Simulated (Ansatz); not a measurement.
**How the volume per atom of BN (model structure, started from the cinnabar type, P6₂22, No. 180, 6 atoms in the cell) moves with the method**

No measured value is used here.

```
level (code)         value (Å³/atom)
-------------------  ---------------
PBE (Ansatz)                    5.73
PBEsol (Ansatz)                 5.64
PBE-D3(BJ) (Ansatz)             5.64
```

Ansatz's density-functional and Hartree–Fock values are scalar-relativistic unless marked +SOC, with PAW data made under PBE.

A model structure was made by putting elements into a prototype or built by hand; it is no filed structure, need not be a known phase, and can be a saddle point held by its symmetry.

Ansatz is a quantum-chemistry and plane-wave program.
